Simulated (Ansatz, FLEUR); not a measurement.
A FLEUR input for a self-consistent single point of MgF2 (P4_2/mnm, 6 atoms in the cell) (DFT, PBE, all-electron FLAPW (FLEUR), scalar-relativistic valence):

Input of the input generator:

```
MgF2 crystal
&input film=f /
4.7327280000 0.0000000000 0.0000000000
0.0000000000 4.7327280000 0.0000000000
0.0000000000 0.0000000000 3.1244200000
1.8897261246
1.0 1.0 1.0

6
12 0.0000000000 0.0000000000 -0.0000000000
12 0.5000000000 0.5000000000 0.5000000000
9 0.3030000000 0.3030000000 -0.0000000000
9 0.8030000000 0.1970000000 0.5000000000
9 0.1970000000 0.8030000000 0.5000000000
9 0.6970000000 0.6970000000 -0.0000000000

&comp jspins=1 /
&kpt div1=4 div2=4 div3=6 gamma=t /
&end /
```

```xml
<?xml version="1.0" encoding="UTF-8" standalone="no"?>
<fleurInput fleurInputVersion="0.39">
   <comment>
      MgF2 crystal                                                                                        
   </comment>
   <calculationSetup>
      <cutoffs Kmax="4.3" Gmax="17.2" GmaxXC="17.2" numbands="0"/>
      <scfLoop itmax="60" minDistance="0.00001" maxIterBroyd="25" imix="Anderson" alpha="0.05" precondParam="0.0" spinf="2.0"/>
      <coreElectrons ctail="T" frcor="F" kcrel="0" coretail_lmax="0"/>
      <xcFunctional name="pbe" relativisticCorrections="F"/>
      <magnetism jspins="1"/>
      <soc l_soc="F" theta="0.0" phi="0.0" spav="F"/>
      <expertModes spex="0" secvar="F"/>
      <geometryOptimization l_f="T" forcealpha="1.0" forcemix="BFGS" epsdisp="0.00001" epsforce="0.00001"/>
      <ldaU l_linMix="F" mixParam="0.05" spinf="1.0"/>
   </calculationSetup>
   <cell>
      <bzIntegration valenceElectrons="48.0" mode="hist" fermiSmearingEnergy="0.00073499">
         <kPointListSelection listName="default-1"/>
         <!-- k-points included here -->
         <xi:include xmlns:xi="http://www.w3.org/2001/XInclude" href="kpts.xml"> </xi:include>
      </bzIntegration>
      <!-- symmetry operations included here -->
      <xi:include xmlns:xi="http://www.w3.org/2001/XInclude" href="sym.xml"> </xi:include>
      <bulkLattice scale="1.0">
         <bravaisMatrix>
            <row-1>    8.9435597422259079     0.0000000000000000     0.0000000000000000</row-1>
            <row-2>    0.0000000000000000     8.9435597422259079     0.0000000000000000</row-2>
            <row-3>    0.0000000000000000     0.0000000000000000     5.9042980982227320</row-3>
         </bravaisMatrix>
      </bulkLattice>
   </cell>
   <atomSpecies>
      <species name="Magnesium (Mg)" element="Mg" atomicNumber="12">
         <mtSphere radius="1.88" gridPoints="661" logIncrement="0.017"/>
         <atomicCutoffs lmax="8" lnonsphr="6"/>
         <electronConfig flipSpins="F">
            <coreConfig>(1s1/2)</coreConfig>
            <valenceConfig>(2s1/2) (2p1/2) (2p3/2) (3s1/2)</valenceConfig>
         </electronConfig>
         <energyParameters s="3" p="3" d="3" f="4"/>
         <lo type="SCLO" l="0" n="2" eDeriv="0"/>
         <lo type="SCLO" l="1" n="2" eDeriv="0"/>
      </species>
      <species name="Fluorine (F)" element="F" atomicNumber="9">
         <mtSphere radius="1.62" gridPoints="573" logIncrement="0.019"/>
         <atomicCutoffs lmax="6" lnonsphr="4"/>
         <electronConfig flipSpins="F">
            <coreConfig>(1s1/2)</coreConfig>
            <valenceConfig>(2s1/2) (2p1/2) (2p3/2)</valenceConfig>
            <stateOccupation state="(2p1/2)" spinUp="0.8333333333333" spinDown="0.8333333333333"/>
            <stateOccupation state="(2p3/2)" spinUp="1.6666666666667" spinDown="1.6666666666667"/>
         </electronConfig>
         <energyParameters s="2" p="2" d="3" f="4"/>
      </species>
   </atomSpecies>
   <atomGroups>
      <atomGroup species="Magnesium (Mg)">
         <relPos label="                   1">.0000000000 .0000000000 .0000000000</relPos>
         <relPos label="                   2">1.000/2.000 1.000/2.000 1.000/2.000</relPos>
         <force calculate="T" relaxXYZ="TTT"/>
      </atomGroup>
      <atomGroup species="Fluorine (F)">
         <relPos label="                   3">.3030000000 .3030000000 .0000000000</relPos>
         <relPos label="                   4">-.1970000000 .1970000000 1.000/2.000</relPos>
         <relPos label="                   5">.1970000000 -.1970000000 1.000/2.000</relPos>
         <relPos label="                   6">-.3030000000 -.3030000000 .0000000000</relPos>
         <force calculate="T" relaxXYZ="TTT"/>
      </atomGroup>
   </atomGroups>
   <output dos="F" band="F" slice="F">
      <checks vchk="F" cdinf="F"/>
      <bandDOS minEnergy="-.5*Htr" maxEnergy="0.5*Htr" sigma="0.015" storeEVData="T"/>
      <vacuumDOS vacdos="F" integ="F" star="F" nstars="0" locx1="0.0" locy1="0.0" locx2="0.0" locy2="0.0" nstm="0" tworkf="0.0"/>
      <unfoldingBand unfoldBand="F" supercellX="1" supercellY="1" supercellZ="1"/>
      <plotting iplot="0" polar="F">
         <plot TwoD="T" vec1="  1.0  0.0  0.0" vec2="  0.0  1.0  0.0" vec3="  0.0  0.0  1.0" zero="  0.0  0.0  0.0" file="plot"/>
      </plotting>
      <chargeDensitySlicing numkpt="0" minEigenval="0.0" maxEigenval="0.0" nnne="0" pallst="F"/>
      <specialOutput eonly="F"/>
      <magneticCircularDichroism mcd="F" energyLo="-10.0" energyUp="0.0"/>
   </output>
  <!-- We include the file relax.xml here to enable relaxations (see documentation) -->
  <xi:include xmlns:xi="http://www.w3.org/2001/XInclude" href="relax.xml"> <xi:fallback/> </xi:include>
</fleurInput>
```

Task: Translate this input to Ansatz (a quantum-chemistry and plane-wave program).

Result: One input that does it (others would too):

Ansatz 0.2 input:
```yaml
crystal:
  lattice:
    - [4.73272800, 0.00000000, 0.00000000]
    - [0.00000000, 4.73272800, 0.00000000]
    - [0.00000000, 0.00000000, 3.12442000]
  atoms:
    - { symbol: Mg, position: [0.00000000, 0.00000000, 0.00000000] }
    - { symbol: Mg, position: [0.50000000, 0.50000000, 0.50000000] }
    - { symbol: F, position: [0.30300000, 0.30300000, 0.00000000] }
    - { symbol: F, position: [0.80300000, 0.19700000, 0.50000000] }
    - { symbol: F, position: [0.19700000, 0.80300000, 0.50000000] }
    - { symbol: F, position: [0.69700000, 0.69700000, 0.00000000] }
kpoints:
  mp_grid:
    grid: [4, 4, 6]
hamiltonian:
  xc: pbe
  pseudopotentials:
    kind: paw
scf:
  occupations:
    method: fermi_dirac
    width: 0.02 eV
output:
  forces: true
  eigenvalues: true
  stress: true
```

Basis, cutoffs, solver keys and any potentials are the target program's own. This input uses DFT, PBE, plane waves, default PAW files.

The starting cell has typed, rounded lattice constants, without a prior relaxation at this level. Its lattice was rescaled by a random factor within 2.5 % of one.
